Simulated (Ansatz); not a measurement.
A (5,0) gold nanotube, stretched and compressed along its axis from its relaxed period of 4.547 Å, atoms relaxed at each length.

Calculation: PBE (plane waves to 420 eV, PAW; Ansatz, a first-principles code). Mesh 1×1×14. No spin polarisation. It repeats along c; a and b span vacuum. A hypothetical model, rolled from the flat sheet. Symmetry and one short period hold its shape; lower forms weren't sought. Values not marked SOC lack spin–orbit coupling. Buckling under compression is shut out by symmetry and the short period. Energies are free energies at a Fermi–Dirac width of 0.05 eV, from the unstrained cell.

```json
[
 {"strain (%)": "-3.0", "energy (meV a period)": "+95", "axial force (nN)": "-2.20"},
 {"strain (%)": "-1.5", "energy (meV a period)": "+24", "axial force (nN)": "-1.14"},
 {"strain (%)": "0.0", "energy (meV a period)": "0", "axial force (nN)": "-0.01"},
 {"strain (%)": "+1.5", "energy (meV a period)": "___", "axial force (nN)": "___"},
 {"strain (%)": "+3.0", "energy (meV a period)": "+85", "axial force (nN)": "+1.88"},
 {"strain (%)": "+6.0", "energy (meV a period)": "___", "axial force (nN)": "___"}
]
```

Problem. Some entries are withheld; supply them.

Solution. 
- +6.0, energy (meV a period): +328
- +6.0, axial force (nN): +3.76
- +1.5, energy (meV a period): +22
- +1.5, axial force (nN): +1.00
